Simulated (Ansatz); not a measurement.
**How far PBE and PBEsol part for hypothetical R3c LaNbN3, uniaxial stress, 1 GPa compression along z**

Consider LaNbN3 (space group R3c, No. 161; a = 5.802 Å, c = 14.066 Å (hexagonal axes); a hypothetical phase, not in the database extracts checked). Axes: x lies along a and z along c of the hexagonal cell.

(Cell as relaxed with PBE.)

Levels (all Ansatz, a quantum-chemistry and plane-wave program, PAW): PBE (420 eV, without spin-orbit coupling); PBEsol (420 eV, no spin-orbit coupling).

Each level relaxes its own structure.

```tsv
base	PBE	PBEsol
volume per atom	13.67 Å³	13.22 Å³
lattice parameter a	5.802 Å	5.752 Å
band gap	zero	zero
```

Perturbation: uniaxial stress, 1 GPa compression along z; all other stress components relax to zero.

```tsv
quantity	PBE	PBEsol
volume per atom	13.62 Å³	(withheld)
band gap	zero	(withheld)
energy relative to the base (free energy F)	+0.3 meV/atom	(withheld)
```

What does PBEsol give?


- volume per atom, PBEsol: 13.18 Å³
- band gap, PBEsol: zero
- energy relative to the base (free energy F), PBEsol: +0.3 meV/atom

PBE's volume per atom lies 0.446 Å³ above PBEsol's (3.4 %); the two agree on the band gap and energy relative to the base. Neither level is exact; PBEsol is the comparison here, not a measurement.

Without a gap, meshes like the base's 10×10×10 leave anisotropic stresses uncertain by several tenths of a GPa, and small strain energies with them. Load acts through the strain it causes; cell and atoms are relaxed under it. Stability under load was not tested beyond the relaxation. The final runs are not spin-polarised.
